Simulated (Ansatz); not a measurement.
**Al2Cu (space group I4/mcm, No. 140)**

```cif
data_Al8Cu4
_chemical_formula_sum 'Al8 Cu4'
_space_group_name_H-M_alt 'I4/mcm'
_space_group_IT_number 140
_space_group_name_Hall '-I 4 2c'
_cell_length_a 6.00204
_cell_length_b 6.00204
_cell_length_c 4.81446
_cell_angle_alpha 90.000
_cell_angle_beta 90.000
_cell_angle_gamma 90.000
loop_
_atom_site_label
_atom_site_type_symbol
_atom_site_symmetry_multiplicity
_atom_site_Wyckoff_symbol
_atom_site_fract_x
_atom_site_fract_y
_atom_site_fract_z
_atom_site_occupancy
Al1 Al 8 h 0.15893 0.34107 0.00000 1
Cu1 Cu 4 a 0.00000 0.00000 0.25000 1
```
(The calculation used a cell of 6 atoms; values per cell refer to that cell.)

Calculations: PBEsol, PAW, 420 eV (Ansatz, a quantum-chemistry and plane-wave program; no spin-orbit coupling), earlier PAW set. Settings: 12×12×12 k-points, 0.05 eV Fermi–Dirac smearing.

| Item | Result |
|---|---|
| Volume per atom | 14.45 Å³ |
| Density | 4.50 g/cm³ |
| Band gap | zero |
| Total energy | -2546.133 eV/atom (σ→0; compares only within this code and set-up) |

Stability against distortions was not tested. The final runs are not spin-polarised.
